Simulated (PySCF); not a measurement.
PySCF 2.14.0, PBE0/def2-tzvp: Au(H)(CNMe) (C[N+]#[C-]->[AuH]), 8 atoms. The geometry is a generated start, not checked to be a minimum at this level.

| Property | Result |
|---|---|
| task | energy |
| method | pbe0 |
| basis | def2-tzvp |
| mol.max_memory | 7000 MB |
| mf.init_guess | minao (default) |
| mf.DIIS | CDIIS (default) |
| mf.diis_space | 8 (default) |
| mf.conv_tol | 1e-09 (default) |
| mf.grids.level | 3 (default) |
| effective core potentials | those of the basis set, past Kr |
| basis functions (reference run) | 157 |
| grid points (reference run) | 105680 |

```xyz
8

Au    -1.7904    -0.5233    -2.0898
H     -2.7289    -0.7733    -3.1704
C      1.0560     0.3075     1.2330
N      0.1712     0.0406     0.1915
C     -0.5670    -0.1827    -0.6768
H      1.0077     1.3678     1.4875
H      2.0707     0.0532     0.9213
H      0.7806    -0.2898     2.1036
```
Charge 0, spin multiplicity 1.

The reference run uses exact four-centre integrals. Each setting ran once; only counts and results are compared.

Settings tried, all else as in the reference:
- density fitting
- COSX exchange (sgx_fit, pjs) with fitted J, mf.with_df.grids_level_i = 1, mf.with_df.grids_level_f = 4
- COSX exchange (sgx_fit, pjs) with fitted J, mf.with_df.grids_level_i = 1, mf.with_df.grids_level_f = 1
- density fitting of J alone, exact K
- COSX exchange (sgx_fit, pjs) with fitted J, mf.with_df.grids_level_i = 1, mf.with_df.grids_level_f = 2 (default)
- COSX exchange (sgx_fit, pjs) with fitted J, mf.with_df.grids_level_i = 1, mf.with_df.grids_level_f = 3
- density fitting, auxbasis = autoaux
- density fitting, auxbasis = def2-universal-jfit

### Question
Which settings reproduce the reference to 0.10 meV/atom in energy?

### Answer
Within it: density fitting, auxbasis = autoaux. Outside: density fitting; COSX exchange (sgx_fit, pjs) with fitted J, mf.with_df.grids_level_i = 1, mf.with_df.grids_level_f = 2 (default); density fitting of J alone, exact K; COSX exchange (sgx_fit, pjs) with fitted J, mf.with_df.grids_level_i = 1, mf.with_df.grids_level_f = 3; COSX exchange (sgx_fit, pjs) with fitted J, mf.with_df.grids_level_i = 1, mf.with_df.grids_level_f = 4; COSX exchange (sgx_fit, pjs) with fitted J, mf.with_df.grids_level_i = 1, mf.with_df.grids_level_f = 1; density fitting, auxbasis = def2-universal-jfit.

```
setting                                                                                                           energy against the reference
----------------------------------------------------------------------------------------------------------------  ----------------------------
density fitting, auxbasis = autoaux                                                                                            +0.025 meV/atom
density fitting                                                                                                                 −0.14 meV/atom
COSX exchange (sgx_fit, pjs) with fitted J, mf.with_df.grids_level_i = 1, mf.with_df.grids_level_f = 2 (default)                −0.25 meV/atom
density fitting of J alone, exact K                                                                                             −0.26 meV/atom
COSX exchange (sgx_fit, pjs) with fitted J, mf.with_df.grids_level_i = 1, mf.with_df.grids_level_f = 3                          −0.26 meV/atom
COSX exchange (sgx_fit, pjs) with fitted J, mf.with_df.grids_level_i = 1, mf.with_df.grids_level_f = 4                          −0.26 meV/atom
COSX exchange (sgx_fit, pjs) with fitted J, mf.with_df.grids_level_i = 1, mf.with_df.grids_level_f = 1                          −0.32 meV/atom
density fitting, auxbasis = def2-universal-jfit                                                                                  +340 meV/atom
```

Total energies are compared; such shifts often cancel in part in energy differences. sgx_fit (COSX, pjs=True) fits J as well, so its difference is the sum of the grid's shift in exchange and the fit's in Coulomb. def2-universal-jfit is made for Coulomb alone and misses functions that exchange needs. No test of the SCF solution's stability was run. Also tried and not ranked: density fitting, auxbasis = def2-universal-jkfit (same energy as a listed run). The tolerance is a choice made for this comparison.
